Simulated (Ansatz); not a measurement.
Start from Ge in the diamond structure (space group Fd-3m, No. 227; a = 5.676 Å). Axes: x, y, z lie along the cube axes.

Structures relaxed with plane-wave PAW DFT at the PBEsol level (Ansatz, a first-principles code, 420 eV), without spin-orbit coupling.

Base:

Simulated powder pattern, Cu Kα1, λ = 1.54056 Å (kinematic, ideal powder, no thermal factors, no anomalous dispersion; the 14 strongest lines at most, above 2 %, up to 2θ = 90°):

| 2θ (°) | I/Imax (%) | hkl |
|---|---|---|
| 27.19 | 100 | (111) |
| 45.14 | 75 | (220) |
| 53.50 | 45 | (311) |
| 65.75 | 12 | (400) |
| 72.53 | 18 | (331) |
| 83.34 | 24 | (422) |
| 89.68 | 14 | (333) |

One thing is altered: tensile biaxial strain of 1.00 % in the plane normal to [001], as in epitaxy on a mismatched substrate; the out-of-plane cell vector and the atoms relax.

Question: How do the reflections move or split?

Answer: 
Simulated powder pattern, Cu Kα1, λ = 1.54056 Å (kinematic, ideal powder, no thermal factors, no anomalous dispersion; the 14 strongest lines at most, above 2 %, up to 2θ = 90°):

```tsv
2θ (°)	I/Imax (%)	hkl
27.08	100	(111)
44.67	25	(220)
45.09	50	(202)
53.02	31	(311)
53.76	15	(113)
65.02	8.1	(400)
66.33	3.8	(004)
71.78	6.0	(331)
72.41	12	(313)
82.63	16	(422)
83.53	7.9	(224)
88.63	6.9	(511)
89.23	3.4	(333)
```

The indices refer to the base's conventional cell; one index is shown for lines that coincide. The space group is now I4_1/amd (No. 141).

No phonon test of stability was made.
